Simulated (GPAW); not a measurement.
# What a tighter setting buys: kpts, Ru (P6_3/mmc, 4 atoms in the cell)

```
Ru
1.0
    2.66943     0.00000     0.00000
   -1.33471     2.31179     0.00000
    0.00000     0.00000     8.58890
Ru
4
Direct
  0.00000   0.00000   0.00000
  0.00000   0.00000   0.50000
  0.33333   0.66667   0.25000
  0.66667   0.33333   0.75000
```

Method: PBE, GPAW PAW datasets PBE (gpaw-data 1.0.1) (plane waves; GPAW).

Base settings: mode = pw; ecut = 550 eV; xc = PBE; kpts = 11 11 3; mesh shift (steps) = 0 0 0; occupations.name = methfessel-paxton; occupations.width = 0.1 eV; occupations.order = 1; nbands = -8; convergence.density = 1e-05 e/electron.

Misses are taken against the tightest run, 22 22 6, which need not be fully converged itself. The energy is the free energy per atom.

The count of work is k-points × plane waves × bands × iterations; it is no time, and leaves out set-up, grids and terms that scale otherwise. Core times come from one kind of shared machine and are given to one figure; runs under 30 s give none.

The starting cell was generated: these elements placed on a structure prototype, without a prior relaxation; it need not be a known phase or ordering of this composition. Its lattice was rescaled by a random factor within 2.5 % of one. Spin polarisation is off. In the base run, with a pressure of about 13 GPa the cell is away from its equilibrium volume at this level.

The runs (kpts): 1 1 1 | 3 3 1 | 4 4 1 | 4 4 2 | 5 5 2 | 7 7 2 | 8 8 2 | 10 10 3 | 11 11 3 | 13 13 4 | 16 16 5 | 19 19 5 | 22 22 6.

Which is the coarsest setting among those run that, with all tighter ones, holds the energy within 10 meV/atom of the reference, and what does it save?

11 11 3, off by 4.0 meV/atom; it needs 0.17 of the reference's count of work and about 0.1 of the reference's time. The coarser 7 7 2 also lies inside, but a setting between leaves the range again, so that is luck.

Which is the coarsest setting among those run that, with all tighter ones, holds the energy within 5 meV/atom of the reference, and what does it save?

16 16 5, off by 2.6 meV/atom; its saving against the reference is no more than about a factor of 2 in the count of work. The coarser 7 7 2 also lies inside, but a setting between leaves the range again, so that is luck.

What does the step from 3 3 1 to 5 5 2 buy?

It takes the miss in the energy from 590 to 74 meV/atom, for 4.3 times the count of work.

```csv
kpts,energy less reference (meV/atom),pressure less reference (GPa),count of work / reference,core time / reference (rough)
1 1 1,-216.38,56.96,0.0080,–
3 3 1,588.33,11.28,0.017,–
4 4 1,-137.79,-2.72,0.022,–
4 4 2,-21.50,0.07,0.049,–
5 5 2,-73.62,-1.71,0.073,–
7 7 2,1.51,0.18,0.11,–
8 8 2,-27.61,-0.31,0.12,–
10 10 3,20.33,0.30,0.14,–
11 11 3,4.03,0.14,0.17,0.1
13 13 4,7.09,0.05,0.34,0.3
16 16 5,2.61,0.02,0.49,0.3
19 19 5,1.41,-0.02,0.69,0.5
22 22 6,0.00,0.00,1.0,1
```
